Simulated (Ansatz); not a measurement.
# GaN, pressure series

Start from GaN in the rock salt structure (space group Fm-3m, No. 225; a = 4.219 Å).

Cell and atoms are relaxed at each pressure.

Calculations: PBEsol/PAW in Ansatz (a program for electronic structure), scalar-relativistic without spin-orbit coupling.

```json
[
 {"change": "base", "electron mass": "0.47 mₑ along k, 0.18 mₑ across (at X)", "band gap": "0.54 eV", "width of the top valence band": "4.70 eV", "smallest direct gap": "2.80 eV"},
 {"change": "pressure −2 GPa", "electron mass": "0.45 mₑ along k, 0.17 mₑ across (at X)", "band gap": "0.49 eV", "width of the top valence band": "4.68 eV", "smallest direct gap": "2.69 eV"},
 {"change": "pressure −1 GPa", "electron mass": "0.47 mₑ along k, 0.18 mₑ across (at X)", "band gap": "0.51 eV", "width of the top valence band": "4.69 eV", "smallest direct gap": "2.75 eV"},
 {"change": "pressure 0.3 GPa", "electron mass": "0.47 mₑ along k, 0.18 mₑ across (at X)", "band gap": "0.55 eV", "width of the top valence band": "4.70 eV", "smallest direct gap": "2.82 eV"},
 {"change": "pressure 0.7 GPa", "electron mass": "0.47 mₑ along k, 0.18 mₑ across (at X)", "band gap": "0.56 eV", "width of the top valence band": "4.71 eV", "smallest direct gap": "2.84 eV"},
 {"change": "pressure 1.5 GPa", "electron mass": "0.47 mₑ along k, 0.18 mₑ across (at X)", "band gap": "___", "width of the top valence band": "4.72 eV", "smallest direct gap": "___"},
 {"change": "pressure 3 GPa", "electron mass": "0.47 mₑ along k, 0.18 mₑ across (at X)", "band gap": "0.62 eV", "width of the top valence band": "4.73 eV", "smallest direct gap": "2.96 eV"},
 {"change": "pressure 5 GPa", "electron mass": "0.46 mₑ along k, 0.18 mₑ across (at X)", "band gap": "0.67 eV", "width of the top valence band": "4.75 eV", "smallest direct gap": "3.07 eV"},
 {"change": "pressure 7.5 GPa", "electron mass": "0.48 mₑ along k, 0.19 mₑ across (at X)", "band gap": "0.73 eV", "width of the top valence band": "4.77 eV", "smallest direct gap": "3.19 eV"}
]
```

### Question
What belongs in the blanks?

### Answer

- pressure 1.5 GPa, band gap: 0.58 eV
- pressure 1.5 GPa, smallest direct gap: 2.88 eV

Load acts through the strain it causes; cell and atoms are relaxed under it. Masses are band curvatures over ±0.01 Å⁻¹ around the edge. Along k means along the line from Γ to the band edge. Whether these cells are dynamically stable was not tested. Competing high-pressure phases were not computed. This is not the structure that GaN has at room temperature and ambient pressure.
